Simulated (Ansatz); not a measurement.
**Fermi-surface data of VPt$_{2}$ (Immm)**

Given:

```
CELL_PARAMETERS angstrom
     -1.35367     1.89304     4.14874
      1.35367    -1.89304     4.14874
      1.35367     1.89304    -4.14874
ATOMIC_POSITIONS crystal
  V  0.00000 0.00000 0.00000
  Pt 0.66087 0.66087 0.00000
  Pt 0.33913 0.33913 0.00000
```

The numbers are results of PBEsol, rigid bands (plane waves, PAW, scalar-relativistic; Ansatz, an electronic-structure program), not measurements. Geometry: cell and atoms relaxed with PBEsol.

The density of states at the Fermi level is 2.04 states/(eV·cell), both spins, the bare Sommerfeld coefficient is 1.61 mJ/(mol of atoms·K²) and the drude plasma energy is 7.7 (x), 5.1 (y), 3.5 (z) eV. The root-mean-square Fermi velocity is 5.1e5 m/s and the resistivity times τ comes out as 8.1 (x), 19.0 (y), 39 (z) ×10⁻²² Ω·m·s.

A metal at this level (no band gap); rigid bands, thermally averaged at 300 K, both spins. Spin-orbit coupling is left out, which matters with elements this heavy. τ is one relaxation time for all states.

Formula and space group known from diffraction (Crystallography Open Database), not checked to be the room-temperature form: VPt2 (Immm). Treated as nonmagnetic (a ferromagnetic start lost its moment, other orders weren't tried): VPt2 (Immm).
